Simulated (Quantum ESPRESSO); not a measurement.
**How a calculation on Mo (Im-3m, 1 atom in the cell) responds to its settings**

```
Mo
1.0
   -1.60757     1.60757     1.60757
    1.60757    -1.60757     1.60757
    1.60757     1.60757    -1.60757
Mo
1
Direct
  0.00000   0.00000   0.00000
```

Base run A: PBE, PSlibrary ultrasoft (PBE) pseudopotentials run with Quantum ESPRESSO, self-consistent single point.

Its settings: ecutwfc = 55 Ry; ecutrho = 330 Ry; occupations = smearing; smearing = marzari-vanderbilt; degauss = 0.0147 Ry; potentials = {Mo: Mo.pbe-spn-rrkjus_psl.1.0.0.UPF}; K_POINTS = automatic 19 19 19 0 0 0; conv_thr = 1e-09 Ry.

The starting cell comes from a database of computed structures (which also holds hypothetical and non-ambient phases and stackings), without a prior relaxation at this level. Its lattice was rescaled by a random factor within 2.5 % of one. Spin polarisation is off. In the base run, with a pressure of about -13 GPa the cell is away from its equilibrium volume at this level.

```tsv
run	change	pressure (GPa)
A	base	-12.93
B	pseudopotentials: {Mo: Mo.pbe-spn-rrkjus_psl.1.0.0.UPF} → {Mo: Mo.rel-pbe-spn-rrkjus_psl.1.0.0.UPF}; noncolin: default → true; lspinorb: default → true [PBE, spin-orbit coupling]	-12.74
C	ecutwfc: 55 Ry → 80 Ry; ecutrho: 330 Ry → default; pseudopotentials: {Mo: Mo.pbe-spn-rrkjus_psl.1.0.0.UPF} → {Mo: Mo.upf}	-11.63
D	pseudopotentials: {Mo: Mo.pbe-spn-rrkjus_psl.1.0.0.UPF} → {Mo: Mo.rel-pz-spn-rrkjus_psl.1.0.0.UPF}; noncolin: default → true; lspinorb: default → true [LDA (PZ), spin-orbit coupling]	-23.95
```

Run D against A: The pressure goes from -12.93 to -23.95 GPa.

Run B against A: The pressure goes from -12.93 to -12.74 GPa.
